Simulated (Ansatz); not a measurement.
The starting structures come from a database of crystals and need not be the phases stable at ambient conditions.

By PBEsol, the system below comes out a metal.

Without scattering a metal conducts by its projected Fermi surface.

```
CELL_PARAMETERS angstrom
      3.91341     0.00000     0.00000
      0.00000     3.91341     0.00000
      0.00000     0.00000     3.91341
ATOMIC_POSITIONS crystal
  Nb 0.00000 0.00000 0.00000
  Ir 0.50000 0.50000 0.00000
  Ir 0.00000 0.50000 0.50000
  Ir 0.50000 0.00000 0.50000
```

The cell is taken as given; by PBEsol it stands under a pressure of -8.0 GPa.

The current flows along the normal of the first two printed cell vectors, the (001) plane of the conventional cell. No spin-orbit coupling; the value is a mean over 0.1 eV about the Fermi level.

### Question
Give the ballistic conductance per area that PBEsol run with Ansatz (a program for electronic structure) yields.

### Answer
0.63 × 10¹⁵ S/m² for both spins.
